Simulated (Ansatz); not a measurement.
# InSb, response to strain

The reference is InSb in the zinc blende structure (space group F-43m, No. 216; a = 6.556 Å). Axes: x, y, z lie along the cube axes.

Strains are applied to the cell and any free atomic positions relax; under biaxial strain the out-of-plane vector relaxes too.

Method: r2SCAN (Ansatz, an electronic-structure program), spin-orbit coupling left out.

Notes on the quantities. energy relative to the base: free energy F.

```csv
variant,band gap,energy relative to the base,shortest interatomic distance
base,zero,0 meV/atom,2.839 Å
"biaxial strain −2.50 %, plane normal [111], relaxed out of plane",0.11 eV,+13 meV/atom,2.799 Å
"biaxial strain −2.08 %, plane normal [111], relaxed out of plane",0.10 eV,+9.2 meV/atom,2.805 Å
"biaxial strain −1.67 %, plane normal [111], relaxed out of plane",0.10 eV,+5.9 meV/atom,2.812 Å
"biaxial strain −1.25 %, plane normal [111], relaxed out of plane",0.08 eV,+3.3 meV/atom,2.818 Å
"biaxial strain −0.42 %, plane normal [111], relaxed out of plane",zero,+0.4 meV/atom,2.832 Å
```

With Sb present, leaving out spin-orbit coupling can change the band edges. Whether these cells are dynamically stable was not tested. All final runs are without spin polarisation. Gaps under 0.05 eV, about the width of the smearing, are given as zero. A zero or small gap of InSb can be the functional's error rather than a property of the material.
